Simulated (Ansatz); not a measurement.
An Ansatz (a first-principles code) run: WS2 with a change (uniaxial strain ε_zz = +1.80 %); Ansatz, PBEsol-D3(BJ), PAW, cutoff 420 eV, no spin-orbit coupling.

Input:

Ansatz 0.2 input:
```yaml
crystal:
  lattice:
    - [3.1147424211, 0, 0]
    - [-1.5573712105, 2.6974460629, 0]
    - [0, 0, 11.9842698596]
  atoms:
    - { symbol: W, position: [0.6666666667, 0.3333333333, 0.25] }
    - { symbol: W, position: [0.3333333333, 0.6666666667, 0.75] }
    - { symbol: S, position: [0.6666666667, 0.3333333333, 0.8835461528] }
    - { symbol: S, position: [0.3333333333, 0.6666666667, 0.3835461528] }
    - { symbol: S, position: [0.3333333333, 0.6666666667, 0.1164538472] }
    - { symbol: S, position: [0.6666666667, 0.3333333333, 0.6164538472] }
basis: { ecutwfc: 420, ecutrho_ratio: 4, xc_grid: 2, fft_grid_basis: typed }
kpoints: { mp_grid: { grid: [12, 12, 3] } }
hamiltonian:
  xc: pbesol
  dispersion: d3bj
  pseudopotentials: { kind: paw }
scf: { occupations: { method: fermi_dirac, width: 0.05 }, convergence: { dr2_threshold: 0.0000000006 } }
relax: { f_tol: 0.005, max_steps: 50 }
output: { forces: true, stress: true }
checkpoint: { write: state.ck, write_every: 1000 }
```

Output (explanatory and most iteration lines left out):

```
Relaxation: its limit of steps is 50 (relax.max_steps)
Pseudopotential: W, paw, valence charge 14
Pseudopotential: S, paw, valence charge 6
Crystal: 6 atoms, lattice volume = 100.690 Å³
Basis set: ecut = 420 eV, 1973 PW (Γ), exchange–correlation on 48×48×162 points (8 copies of the dense FFT grid, shifted against one another)
Bands: 32, of which v1, the nominal top of the filled ones, is band 26 counted from 1 (25 counted from 0)
Symmetry: 24 space group operations
Space group: P63/mmc (ITA 194), of the structure as read, at distance tolerance 4.7e-5 Å
k-points: 38 of 432
Functional: x = pbesol(κ = 0.804, μ = 0.12345679012345678), c = pbesol(β = 0.046)
SCF iter   1: F=—  HF=-24060.527117 eV  |F-HF|=—  |Δ(HF+E_count)|=         —  Δρ=8.00e-3  dr2=8.30e-2  ethr=1.77e-3  ⟨swp⟩=6.3  Hψ=5689  notcnv=0
SCF iter   2: F=—  HF=-24060.520850 eV  |F-HF|=—  |Δ(HF+E_count)|=   6.27e-3  Δρ=4.23e-3  dr2=2.01e-2  ethr=1.60e-4  ⟨swp⟩=1.3  Hψ=1556  notcnv=0
SCF 1 converged in 8 iterations: F = -24060.520266 eV  dr2 = 9.35e-11
relax step   1: F+E_penalty+E_count = -24060.52026630 eV  Δ(F+E_penalty+E_count) = +0.000e0 eV  max|allowed force component| = 5.233e-1 eV/Å  Δτ_max = 0.0000 Å  (8 SCF iters, accepted)
Crystal: 6 atoms, lattice volume = 100.690 Å³
SCF iter   1: F=—  HF=-24060.542774 eV  |F-HF|=—  |Δ(HF+E_count)|=         —  Δρ=3.37e-3  dr2=1.35e-2  ethr=2.42e-5  ⟨swp⟩=2.0  Hψ=4197  notcnv=0  defer=30
SCF iter   2: F=—  HF=-24060.539965 eV  |F-HF|=—  |Δ(HF+E_count)|=   2.81e-3  Δρ=1.57e-3  dr2=2.06e-3  ethr=2.42e-5  ⟨swp⟩=2.1  Hψ=1559  notcnv=0  defer=30
SCF 2 converged in 8 iterations: F = -24060.539185 eV  dr2 = 4.59e-11
relax step   2: F+E_penalty+E_count = -24060.53918488 eV  Δ(F+E_penalty+E_count) = -1.892e-2 eV  max|allowed force component| = 2.914e-1 eV/Å  Δτ_max = 0.0387 Å  (8 SCF iters, accepted)
Crystal: 6 atoms, lattice volume = 100.690 Å³
SCF iter   1: F=—  HF=-24060.547393 eV  |F-HF|=—  |Δ(HF+E_count)|=         —  Δρ=1.17e-3  dr2=1.61e-3  ethr=3.08e-5  ⟨swp⟩=3.3  Hψ=3098  notcnv=0  defer=30
SCF iter   2: F=—  HF=-24060.547056 eV  |F-HF|=—  |Δ(HF+E_count)|=   3.36e-4  Δρ=5.47e-4  dr2=2.54e-4  ethr=3.09e-6  ⟨swp⟩=1.5  Hψ=1620  notcnv=0  defer=30
SCF 3 converged in 7 iterations: F = -24060.546967 eV  dr2 = 1.51e-10
relax step   3: F+E_penalty+E_count = -24060.54696672 eV  Δ(F+E_penalty+E_count) = -7.782e-3 eV  max|allowed force component| = 2.410e-3 eV/Å  Δτ_max = 0.0133 Å  (7 SCF iters, accepted)
SCF converged after 7 iterations
Free energy (F): -24060.546967 eV
Internal energy: -24060.546962 eV  (E = F + TS)
E sigma→0 (E₀):  -24060.546964 eV
Entropy (-TS):   -0.000005 eV (-0.001 meV/atom)
Fermi energy:    12.973016 eV
  E_disp       = -2.449783  (pairwise vdW)
--- Forces (eV/Å), atoms counted from 1 ---
  atom   1  W     -0.00000000    -0.00000000     0.00000000
  atom   2  W      0.00000000     0.00000000     0.00000000
  atom   3  S     -0.00000000    -0.00000000     0.00240979
  atom   4  S      0.00000000     0.00000000     0.00240979
  atom   5  S      0.00000000     0.00000000    -0.00240979
  atom   6  S     -0.00000000    -0.00000000    -0.00240979
--- Stress (GPa, compression-positive) ---
       -0.231464       0.000000       0.000000
        0.000000      -0.231464       0.000000
        0.000000       0.000000      -1.506293
  P = ⅓ Tr σ = -0.6564 GPa (-6.564 kbar)
--- Relaxed structure (3 steps of the walk, 3 accepted, 0 SCFs on fresh bases) ---
  atoms:
    - { symbol: W, position: [0.6666666666666666, 0.3333333333333333, 0.25] }
    - { symbol: W, position: [0.3333333333333333, 0.6666666666666665, 0.75] }
    - { symbol: S, position: [0.6666666666666666, 0.3333333333333333, 0.8814293378878371] }
    - { symbol: S, position: [0.3333333333333333, 0.6666666666666665, 0.38142933788783695] }
    - { symbol: S, position: [0.3333333333333333, 0.6666666666666665, 0.11857066211216302] }
    - { symbol: S, position: [0.6666666666666666, 0.3333333333333333, 0.6185706621121629] }
```

Spin-orbit coupling, missing from the scalar runs, can matter with W. Stability against distortions was not tested. The cell was made from WS₂ (space group P6_3/mmc, No. 194; layered, stacked along the Cartesian z axis) by this change: uniaxial strain ε_zz = +1.80 %.
